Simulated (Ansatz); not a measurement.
Start from InP in the zinc blende structure (space group F-43m, No. 216).

```yaml
crystal:
  lattice:
    - [0.00000, 2.91346, 2.91346]
    - [2.91346, 0.00000, 2.91346]
    - [2.91346, 2.91346, 0.00000]
  atoms:
    - { symbol: In, position: [0.00000, 0.00000, 0.00000] }
    - { symbol: P, position: [0.25000, 0.25000, 0.25000] }
```

Cartesian axes are those of the cell as printed.

All numbers come from LDA (Ansatz, a program for electronic structure, PAW, no SOC).

For the base:

```
Item                                Result
---------------------  -------------------
Valence-band top at Γ  0.00, 0.00, 0.00 eV
Pressure                          0.00 GPa
Gap character                  direct at Γ
```

It is then changed as follows: biaxial strain −3.00 %, plane normal [001], relaxed out of plane (Cartesian); in-plane vectors clamped, the third vector and the atoms free.

What does the calculation give for the ratio −ε⊥/ε∥, valence-band top at Γ, pressure and gap character after the change?

The ratio −ε⊥/ε∥ is 1.10; the valence-band top at Γ (three highest levels, from the VBM) goes from 0.00, 0.00, 0.00 eV to 0.00, 0.00, -0.35 eV; the pressure (mean of the normal stresses, compression positive) goes from zero to 2.06 GPa; the gap character remains direct at Γ.

No phonon test of stability was made. Labels are those of the standard path for the cell's own space group.
